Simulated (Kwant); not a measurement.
System: wire with a side stub in a GaAs two-dimensional gas. Effective mass 0.067 mₑ, grid spacing 5 nm, hard walls, nominal width 100 nm (19 grid rows, so walls 100 nm apart), one parabolic valley, scattering region 300 nm long along x; energies count from the band bottom; Fermi energy swept from 0.00044899 to 0.0053318 eV. Closed stub on one side, 98 nm wide and 190 nm deep.

The device is made up for the run: typed textbook-type constants, with dimensions and the other settings drawn at random.

Computed with Kwant: effective-mass tight-binding model on a square grid, one spin, coherent transport at 0 K. Conductance is in e²/h.

**Question.** How many channels do the leads carry at E = 1.76, 1.89, 3.53 meV?

**Answer.** The hard-wall thresholds are n² ħ²π²/(2mW²) = n² × 0.561 meV with W = 100 nm. √(1.76/0.561) = 1.77, so 1. √(1.89/0.561) = 1.83, so 1. √(3.53/0.561) = 2.51, so 2.
